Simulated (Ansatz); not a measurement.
# Hypothetical zinc blende LiF, pressure series

The parent structure is LiF in the zinc blende structure (space group F-43m, No. 216; a = 4.364 Å; a hypothetical phase, not in the database extracts checked).

Cell and atoms are relaxed at each pressure.

Computed with PBE (Ansatz, an electronic-structure program; PAW; 420 eV plane waves; scalar-relativistic without spin-orbit coupling).

| case | shortest interatomic distance | density | band gap |
|---|---|---|---|
| base | 1.890 Å | 2.07 g/cm³ | 7.65 eV |
| pressure −2 GPa | 1.916 Å | 1.99 g/cm³ | 7.43 eV |
| pressure −1 GPa | 1.902 Å | 2.03 g/cm³ | 7.55 eV |
| pressure 3 GPa | 1.857 Å | 2.18 g/cm³ | 7.93 eV |
| pressure 7 GPa | [?] | [?] | [?] |
| pressure 15 GPa | 1.771 Å | 2.52 g/cm³ | 8.77 eV |
| pressure 30 GPa | 1.706 Å | 2.82 g/cm³ | 9.53 eV |
| pressure 50 GPa | 1.647 Å | 3.13 g/cm³ | 10.32 eV |
| pressure 75 GPa | 1.596 Å | 3.44 g/cm³ | 11.11 eV |
| pressure 100 GPa | 1.557 Å | 3.71 g/cm³ | 11.77 eV |

Question: Fill in the withheld entries from the trend.

Answer: 
- pressure 7 GPa, shortest interatomic distance: 1.823 Å
- pressure 7 GPa, density: 2.31 g/cm³
- pressure 7 GPa, band gap: 8.25 eV

Load acts through the strain it causes; cell and atoms are relaxed under it. Whether these cells are dynamically stable was not tested. No other phases were tried under pressure.
